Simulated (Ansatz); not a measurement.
Functionals compared on the (11-21) surface of hcp Y in its 1x1 cell, outermost plane spacing 0.87 Å in the ideal cut, in Ansatz (plane waves, PAW). The structure was relaxed with PBE; the other rows are single points on it, each with its references at the same level. Cutoff 420 eV (500 eV for r2SCAN).

Set-up: 13 atoms, 10.4 Å thick at the start (thin: gaps and levels are the slab's own); mesh 7x7x1; 0.1 eV smearing; dipole correction on; all atoms relaxed; start symmetry kept, larger cells not searched; no spin, no spin-orbit, no U. These notes are the PBE run's.

| functional | surface energy (J/m²) | work function of the top face (eV) | rough cost of the single point |
|---|---|---|---|
| PBE | 1.12 | 2.95 | – |
| LDA | 1.26 | 3.14 | roughly 3 core-minutes |
| PBEsol | 1.22 | 3.00 | around 3 core-minutes (rough) |
| RPBE | 1.03 | 2.84 | around 3 core-minutes (rough) |
| r2SCAN | 1.18 | 2.95 | around 6 core-minutes (rough) |

Ansatz is a program for electronic structure.
